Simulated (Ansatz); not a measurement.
# MoRuP (space group Pnma, No. 62; a cell from a computed database, its experimental status unchecked)

```cif
data_Mo4P4Ru4
_chemical_formula_sum 'Mo4 P4 Ru4'
_space_group_name_H-M_alt 'P 1'
_space_group_IT_number 1
_cell_length_a 5.96780
_cell_length_b 3.85322
_cell_length_c 6.91800
_cell_angle_alpha 90.000
_cell_angle_beta 90.000
_cell_angle_gamma 90.000
loop_
_space_group_symop_operation_xyz
  'x, y, z'
loop_
_atom_site_label
_atom_site_type_symbol
_atom_site_fract_x
_atom_site_fract_y
_atom_site_fract_z
_atom_site_occupancy
Mo1 Mo 0.97483 0.75000 0.32920 1
Mo2 Mo 0.02517 0.25000 0.67080 1
Mo3 Mo 0.52517 0.25000 0.82920 1
Mo4 Mo 0.47483 0.75000 0.17080 1
P1 P 0.25442 0.25000 0.38360 1
P2 P 0.74558 0.75000 0.61640 1
P3 P 0.24558 0.75000 0.88360 1
P4 P 0.75442 0.25000 0.11640 1
Ru1 Ru 0.64072 0.25000 0.43183 1
Ru2 Ru 0.35928 0.75000 0.56817 1
Ru3 Ru 0.85928 0.75000 0.93183 1
Ru4 Ru 0.14072 0.25000 0.06817 1
```

Computed with PBEsol/PAW in Ansatz (a program for electronic structure), no spin-orbit coupling. Γ-centred 7×10×6 mesh, Fermi–Dirac width 0.05 eV.

The volume per atom comes out as 13.26 Å³. The density is 9.52 g/cm³, the band gap comes out as zero and the total energy comes out as -3818.612 eV/atom (σ→0; compares only within this code and set-up).

No phonon test of stability was made. All final runs are without spin polarisation.
